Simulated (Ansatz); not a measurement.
Results of BLYP in Ansatz (plane waves, PAW) for C11b WSi2.

Settings: plane-wave cutoff 520 eV, 28×28×28 k mesh, Fermi–Dirac smearing 0.038 eV (set by the program), no spin polarisation, scalar-relativistic PAW data made under PBE.

Cell (relaxed at this level):

```xyz
3
Lattice="-1.6426 1.6426 3.9735 1.6426 -1.6426 3.9735 1.6426 1.6426 -3.9735" Properties=species:S:1:pos:R:3 pbc="T T T"
Si     0.0000     0.0000     5.2771
Si     0.0000     0.0000     2.6699
W      0.0000     0.0000     0.0000
```

Task: What does this level give for the Poisson ratio, Voigt–Reuss–Hill shear modulus (Hill average), elastic constant C11, elastic constant C12, elastic constant C13, elastic constant C33, elastic constant C44 and elastic constant C66?

Result: 
* **Poisson ratio**: 0.159
* **Voigt–Reuss–Hill shear modulus (Hill average)**: 161 GPa
* **elastic constant C11**: 368 GPa
* **elastic constant C12**: 84.2 GPa
* **elastic constant C13**: 75.3 GPa
* **elastic constant C33**: 441 GPa
* **elastic constant C44**: 166 GPa
* **elastic constant C66**: 163 GPa

Measured, for comparison: elastic constant C11 443 GPa, elastic constant C12 122 GPa, elastic constant C13 81 GPa, elastic constant C33 552 GPa, elastic constant C44 212 GPa, elastic constant C66 218 GPa (temperature not stated, no zero-point or thermal correction; as tabulated in Friák et al. (2018), doi:10.3390/nano8121057). Computed (rounded) less measured: elastic constant C11 -17 %, elastic constant C12 -31 %, elastic constant C13 -7 %, elastic constant C33 -20 %, elastic constant C44 -22 %, elastic constant C66 -25 %.

Elastic constants are with the ions relaxed.

Spin–orbit coupling is not included.

Computing time: around 2.3 core-hours (rough).

Ansatz is a first-principles code.
